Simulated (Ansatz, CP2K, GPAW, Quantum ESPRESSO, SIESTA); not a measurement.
Code comparison for TaSeS (P1, 3 atoms in the cell)

Self-consistent single point, at a second geometry (atoms moved at random). First geometry:

```xyz
3
Lattice="3.4591 0.0000 0.0000 -1.7295 2.9957 0.0000 0.0000 0.0000 6.4479" Properties=species:S:1:pos:R:3 pbc="T T T"
Ta     0.0000     0.0000     0.0683
Se     1.7295     0.9985     4.7967
S      0.0000     1.9971     1.5829
```

Second geometry:
```yaml
crystal:
  lattice:
    - [3.45908, 0.00000, 0.00000]
    - [-1.72954, 2.99565, 0.00000]
    - [0.00000, 0.00000, 6.44795]
  atoms:
    - { symbol: Ta, position: [0.99991, 0.01906, 0.01122] }
    - { symbol: Se, position: [0.65188, 0.33286, 0.74375] }
    - { symbol: S, position: [0.34820, 0.64808, 0.24504] }
```

Shared settings, as Ansatz (a quantum-chemistry and plane-wave program) writes them: kpoints.mp_grid.grid = 9 9 4; scf.occupations.method = gaussian; scf.occupations.width = 0.02 Ry. Potentials and cutoffs stand in the table.

```json
[
 {"code": "GPAW", "model": "PBEsol, GPAW PAW datasets PBEsol (made by gpaw-setup)", "ΔF from the first geometry (meV/atom)": "20.0", "pressure (GPa)": "-5.78", "largest force (eV/Å)": "0.837", "cutoff": "550 eV"},
 {"code": "Ansatz", "model": "PBEsol, PAW files made with PBE", "ΔF from the first geometry (meV/atom)": "19.7", "pressure (GPa)": "-5.93", "largest force (eV/Å)": "0.850", "cutoff": "default"},
 {"code": "CP2K", "model": "PBEsol, GPW, DZVP-MOLOPT-SR-GTH basis, GTH-PBE potentials (GTH_POTENTIALS)", "ΔF from the first geometry (meV/atom)": "19.8", "pressure (GPa)": "-5.57", "largest force (eV/Å)": "0.864", "cutoff": "grid 500 Ry"},
 {"code": "Quantum ESPRESSO", "model": "PBEsol, GBRV 1.5 ultrasoft (PBESOL) pseudopotentials", "ΔF from the first geometry (meV/atom)": "19.8", "pressure (GPa)": "-6.43", "largest force (eV/Å)": "0.850", "cutoff": "40 Ry"},
 {"code": "SIESTA", "model": "GGA PBEsol, numerical atomic orbitals DZP, PseudoDojo PBEsol standard norm-conserving potentials (rewritten from UPF to PSML)", "ΔF from the first geometry (meV/atom)": "17.1", "pressure (GPa)": "-5.14", "largest force (eV/Å)": "0.765", "cutoff": "grid 300 Ry"}
]
```

Size of the force on each atom (eV/Å): Sizes of forces hide their directions.

```csv
code,Ta1,Se2,S3
GPAW,0.646,0.786,0.837
Ansatz,0.637,0.810,0.850
CP2K,0.607,0.683,0.864
Quantum ESPRESSO,0.640,0.804,0.850
SIESTA,0.700,0.277,0.765
```

On Ansatz's run: spin-orbit coupling is off. Spin polarisation is off; with an odd number of electrons in the cell that forces a metal, and a magnetic state may lie lower.

The spread over the programs that give each value: ΔF from the first geometry within 2.9 meV/atom; pressure within 1.29 GPa; largest force within 0.099 eV/Å.

CP2K and SIESTA use small atom-centred bases, whose incompleteness enters pressures, forces and empty levels differently from a plane-wave cutoff. Ansatz's pressure is given at a fixed set of plane waves, as the other plane-wave codes print theirs. In the force vectors, CP2K (by 0.151) and SIESTA (by 0.816) lie more than 0.08 eV/Å from the median of the plane-wave programs.

The starting cell comes from a database of computed structures (which also holds hypothetical and non-ambient phases and stackings), without a prior relaxation at this level. Its lattice was rescaled by a random factor within 2.5 % of one. For this run, on top of that: atoms moved at random.

Keys are those of Ansatz 0.2.
